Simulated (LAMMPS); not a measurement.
MD from the melt across the composition of Cu (fcc) with a share x of Cu sites Ta; each row has its own temperature.

Model: classical MD, pair style eam/alloy, file CuTa.eam.alloy; code LAMMPS.

```
x                     volume   state                  enthalpy  self-diffusion coefficient of Cu (not corrected for cell size)  T (K)
----  ----------------------  ------  ------------------------  --------------------------------------------------------------  -----
0.1   14.526 ± 0.001 Å³/atom  liquid  -3.4110 ± 0.0003 eV/atom                                       (5.7 ± 0.1) × 10^-5 cm²/s   1780
0.25  15.310 ± 0.002 Å³/atom  liquid  -4.0353 ± 0.0006 eV/atom                                     (5.99 ± 0.06) × 10^-5 cm²/s   2120
0.5   16.502 ± 0.003 Å³/atom  liquid  -5.0341 ± 0.0007 eV/atom                                       (6.3 ± 0.1) × 10^-5 cm²/s   2670
0.75  18.022 ± 0.004 Å³/atom  liquid  -5.9382 ± 0.0009 eV/atom                                       (6.4 ± 0.3) × 10^-5 cm²/s   3230
0.9   19.074 ± 0.004 Å³/atom  liquid    -6.436 ± 0.001 eV/atom                                       (5.9 ± 0.5) × 10^-5 cm²/s   3560
```

Caution: a run this short can hold a crystal over, or a liquid under, the potential's own melting point, which these runs don't give.

States go by the mean squared displacement: a species diffuses where it passes 1.5 Å², still rises and gives D over 1e-6 cm²/s; a crystal has left its structure where atoms lie 0.35 Å off their sites on average or a cubic box changes its shape by 3 %, or the axial ratios of another lie 8 % off the starting cell's, which the potential's own relaxation can also do.

Errors of D are the spread over four groups of atoms in one short run; a floor of about 5 %, a picked value, is safer.

The ± values are statistical; the model's systematic error is not in them.
